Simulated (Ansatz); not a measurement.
The parent structure is LuN in the zinc blende structure (space group F-43m, No. 216; a hypothetical phase, not in the database extracts checked).

```yaml
crystal:
  lattice:
    - [0.00000, 2.53613, 2.53613]
    - [2.53613, 0.00000, 2.53613]
    - [2.53613, 2.53613, 0.00000]
  atoms:
    - { symbol: N, position: [0.75000, 0.75000, 0.75000] }
    - { symbol: Lu, position: [0.00000, 0.00000, 0.00000] }
```

Cartesian axes are those of the cell as printed.

Method: PBEsol (Ansatz, a program for electronic structure; PAW; 420 eV plane waves; no spin-orbit coupling).

Strains are applied to the cell and any free atomic positions relax; under biaxial strain the out-of-plane vector relaxes too; under stress the whole cell relaxes.

One change was made to it. Results:

```tsv
quantity	base	after
band gap	2.16 eV	1.88 eV
shortest interatomic distance	2.196 Å	2.207 Å
```

Task: Which change produced these results?
(A) biaxial strain −2.53 %, plane normal [110], relaxed out of plane
(B) uniaxial stress, 5 GPa tension along x
(C) tensor shear ε_xy = −1.88 %

Result: B, uniaxial stress, 5 GPa tension along x. For comparison, the band gap in the other runs: biaxial strain −2.53 %, plane normal [110], relaxed out of plane gives 2.11 eV; tensor shear ε_xy = −1.88 % gives 2.13 eV.

Stability under load was not tested beyond the relaxation.
